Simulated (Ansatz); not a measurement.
# Effect of pressure 1.5 GPa on CaSi2

The parent structure is CaSi2 (space group R-3m, No. 166; a = 3.851 Å, c = 29.809 Å (hexagonal axes); a cell from a computed database, its experimental status unchecked).

One thing is altered: cell and atoms relaxed at a pressure of 1.5 GPa.

Method: DFT with PBEsol, PAW potentials and a 420 eV plane-wave cutoff in Ansatz (a quantum-chemistry and plane-wave program), no spin-orbit coupling. k-mesh 14×14×14 (Γ-centred); smearing 0.05 eV (Fermi–Dirac).

```tsv
quantity	base	changed	shift
volume per atom	21.27 Å³	20.80 Å³	-0.47 Å³
density	2.50 g/cm³	2.56 g/cm³	+0.06 g/cm³
lattice parameter a	7.278 bohr	7.238 bohr	-0.040 bohr
c/a ratio	7.740	7.694	-0.046
shortest interatomic distance	4.463 bohr	4.434 bohr	-0.029 bohr
enthalpy H = E + PV relative to the base's energy	–	+0.20 eV/atom	–
band gap	zero	zero	–
```

Final structure:

```
CaSi2
1.0
    1.91510     1.10568     9.82333
   -1.91510     1.10568     9.82333
    0.00000    -2.21136     9.82333
Ca Si
2 4
Direct
  0.92064   0.92064   0.92064
  0.07936   0.07936   0.07936
  0.65336   0.65336   0.65336
  0.34664   0.34664   0.34664
  0.18304   0.18304   0.18304
  0.81696   0.81696   0.81696
```

Load acts through the strain it causes; cell and atoms are relaxed under it. Stability against distortions was not tested. All final runs are without spin polarisation.
